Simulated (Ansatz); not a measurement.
# A computed series for ZrO2: pressure series

Consider ZrO$_{2}$ in the fluorite structure (space group Fm-3m, No. 225).

```cif
data_O2Zr
_chemical_formula_sum 'Zr1 O2'
_space_group_name_H-M_alt 'P 1'
_space_group_IT_number 1
_cell_length_a 3.59857
_cell_length_b 3.59857
_cell_length_c 3.59857
_cell_angle_alpha 60.000
_cell_angle_beta 60.000
_cell_angle_gamma 60.000
loop_
_space_group_symop_operation_xyz
  'x, y, z'
loop_
_atom_site_label
_atom_site_type_symbol
_atom_site_fract_x
_atom_site_fract_y
_atom_site_fract_z
_atom_site_occupancy
Zr1 Zr 0.00000 0.00000 0.00000 1
O1 O 0.25000 0.25000 0.25000 1
O2 O 0.75000 0.75000 0.75000 1
```

Cell and atoms are relaxed at each pressure.

Level of theory: plane-wave PAW DFT at the r2SCAN level (Ansatz, a quantum-chemistry and plane-wave program, 500 eV), no SOC, earlier PAW set.

```csv
pressure (GPa),band gap (eV)
-2,3.86
-1,?
0,3.89
0.9,3.90
2.1,3.91
4.5,3.94
9,3.99
15,4.05
```

### Question
Fit E_g = E₀ + αP + βP² to the rows shown and predict the withheld row.

### Answer
Least squares on the printed values gives E₀ = 3.89 eV, α = 12.3 meV/GPa, β = -0.098 meV/GPa² (largest residual 0.00 eV); this predicts 3.87 eV, and the run gives 3.87 eV, in agreement.

Load acts through the strain it causes; cell and atoms are relaxed under it. No phonon test of stability was made. No other phases were tried under pressure. This is not the structure that ZrO2 has at room temperature and ambient pressure.
